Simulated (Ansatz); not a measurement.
Reference: NbAs (Pm-3m), PBEsol, DFPT electron-phonon coupling, linearised Boltzmann equation (plane waves, PAW, scalar-relativistic; Ansatz, a first-principles code); geometry: relaxed with this functional, without spin-orbit coupling.

```
NbAs
1.0
    3.18169     0.00000     0.00000
    0.00000     3.18169     0.00000
    0.00000     0.00000     3.18169
Nb As
1 1
Direct
  0.00000   0.00000   0.00000
  0.50000   0.50000   0.50000
```

- resistivity at 300 K = 23 μΩ·cm
- mean free path at 300 K = 6.2 nm

Task: Swap Nb for Ta, keeping the structure type. How do these values move?

Result: TaAs (Pm-3m): volume per atom 16.1 to 16.1 Å³; resistivity at 300 K falls (23 μΩ·cm to 17.7 μΩ·cm); mean free path at 300 K rises (6.2 nm to 9.4 nm).

Task: Swap As for P, keeping the structure type. How do these values move?

Result: NbP (Pm-3m): volume per atom 16.1 to 14.6 Å³; resistivity at 300 K falls (23 μΩ·cm to 20 μΩ·cm); mean free path at 300 K stays about the same (6.2 nm to 6.1 nm).

Moves up to 12 % count as about the same. Metals; harmonic phonons alone scatter; means over directions. The mean free path is weighted by the current that each state carries. Halving the electron mesh moves these values by up to 8 %; q meshes are mostly untested. Spin-orbit coupling is left out.

Computed structure with no diffraction record at hand here (it may be known, metastable or hypothetical): NbAs (Pm-3m), NbP (Pm-3m), TaAs (Pm-3m). The missing spin-orbit coupling matters most for TaAs (Pm-3m).
